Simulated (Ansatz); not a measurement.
Start from Mg₃PbO in the anti-perovskite structure (space group Pm-3m, No. 221; a hypothetical phase, not in the database extracts checked).

```
CELL_PARAMETERS angstrom
      4.38481     0.00000     0.00000
      0.00000     4.38481     0.00000
      0.00000     0.00000     4.38481
ATOMIC_POSITIONS crystal
  Mg 0.00000 0.50000 0.50000
  Mg 0.50000 0.00000 0.50000
  Mg 0.50000 0.50000 0.00000
  Pb 0.00000 0.00000 0.00000
  O  0.50000 0.50000 0.50000
```

Computed with PBEsol (Ansatz, a quantum-chemistry and plane-wave program; PAW; 420 eV plane waves; without spin-orbit coupling).

Before the change:

```
Property      Result
--------  ----------
Density   5.83 g/cm³
```

Now apply this change: cell and atoms relaxed at a pressure of 0.3 GPa.

Task: What does the calculation give for the density after the change?

Result: The density rises by 0.025 g/cm³ (5.83 g/cm³ → 5.86 g/cm³).

Load acts through the strain it causes; cell and atoms are relaxed under it. No phonon test of stability was made. All final runs are without spin polarisation.
